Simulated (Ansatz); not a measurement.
Base system: NaI in the CsCl type structure (space group Pm-3m, No. 221; a = 4.0398 Å; a hypothetical phase, not in the database extracts checked). Axes: x, y, z lie along the cube axes.

All numbers come from r2SCAN in Ansatz (plane waves to 500 eV, PAW, spin-orbit coupling left out).

The change: an isotropic linear strain of +0.72 %, atoms relaxed at fixed cell.

Predict the stress tensor and what it implies for the stiffness.

Stress of the strained cell less that of the base (GPa, compression positive):
```
  -0.37    0.00    0.00
   0.00   -0.37    0.00
   0.00    0.00   -0.37
```

Then B = −ΔP/(ΔV/V₀) with ΔV/V₀ = 0.0218 gives secant stiffness values (nonlinear terms included at this strain): B ≈ 17 GPa.

Whether these cells are dynamically stable was not tested.

Ansatz is an electronic-structure program.
